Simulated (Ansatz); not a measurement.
The starting structures come from a database of crystals and need not be the phases stable at ambient conditions.

 Where the default PAW files enter, the runs use the earlier of Ansatz's two default sets.

By LDA, the system below comes out a metal.

The ballistic (Sharvin) conductance counts the channels at the Fermi level: G/A = (e²/h) × channels of both spins per area.

Input:

```xyz
2
Lattice="4.0691 0.0000 0.0000 -2.0346 3.5240 0.0000 2.0346 1.1747 3.3224" Properties=species:S:1:pos:R:3 pbc="T T T"
In     0.0000     2.3493     1.6612
As     0.0000     0.0000     0.0000
```

Space group of this cell: Fm-3m, rock salt. The cell is taken as given; by LDA its mean pressure is -5.1 GPa.

The current flows along the normal of the first two printed cell vectors, the (111) plane of the conventional cell. No spin-orbit coupling; the value is a mean over 0.1 eV about the Fermi level.

Problem. Give the ballistic conductance per area that LDA run with Ansatz (a program for electronic structure) yields.

Solution. 0.88 × 10¹⁵ S/m² for both spins.
